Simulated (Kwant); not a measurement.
Device: In0.53Ga0.47As/InP stack with 3 barriers. One parabolic valley. Leads of mass 0.041 mₑ with the band edge at 0; grid 0.1 nm; bias 0 V, dropping linearly over the stack.

| layer | thickness (nm) | band offset (eV) | mass (mₑ) |
|---|---|---|---|
| 1 | 2.3 | 0.25 | 0.08 |
| 2 | 8.6 | 0 | 0.041 |
| 3 | 2.3 | 0.25 | 0.08 |
| 4 | 8.6 | 0 | 0.041 |
| 5 | 2.3 | 0.25 | 0.08 |

The device is made up for the run: typed textbook-type constants, with dimensions and the other settings drawn at random.

Model: one-band effective-mass tight-binding model in one dimension, coherent, no space charge (Kwant).

Sweep values stay those of the base run.

The width of the first well was swept, all else fixed.

```
width of the first well (nm)  transmission at E = 0.1873 eV  transmission at E = 0.3750 eV  transmission at E = 0.2812 eV  transmission at E = 0.09352 eV
----------------------------  -----------------------------  -----------------------------  -----------------------------  ------------------------------
5.2                                                   0.067                           0.61                          0.027                           0.081
6.9                                                     [?]                          0.044                            [?]                             [?]
8.6                                                    0.85                          0.046                          0.030                          0.0019
```

**Question.** Fill in the missing entries.

**Answer.** 
- 6.9, transmission at E = 0.1873 eV: 0.16
- 6.9, transmission at E = 0.2812 eV: 0.55
- 6.9, transmission at E = 0.09352 eV: 0.0043
